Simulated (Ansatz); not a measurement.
Pressure series in SiC

Start from SiC in the zinc blende structure (space group F-43m, No. 216; a = 4.356 Å).

Cell and atoms are relaxed at each pressure.

Levels (all Ansatz, a program for electronic structure, PAW): r2SCAN (500 eV, no SOC); HSE06 (420 eV, scalar-relativistic without spin-orbit coupling).

Band gaps by level, all at the geometries relaxed with r2SCAN:

```csv
case,r2SCAN,HSE06
base,1.71 eV,2.23 eV
pressure −2 GPa,1.72 eV,2.23 eV
pressure 2.1 GPa,1.71 eV,2.22 eV
pressure 4.5 GPa,1.70 eV,2.22 eV
pressure 9 GPa,1.69 eV,2.20 eV
pressure 15 GPa,1.67 eV,2.19 eV
pressure 22.5 GPa,1.65 eV,2.17 eV
pressure 30 GPa,1.63 eV,2.15 eV
```

Single points use the geometry relaxed with r2SCAN. HSE06 gaps are upper bounds (no full band path). Load acts through the strain it causes; cell and atoms are relaxed under it. Whether these cells are dynamically stable was not tested. No other phases were tried under pressure.
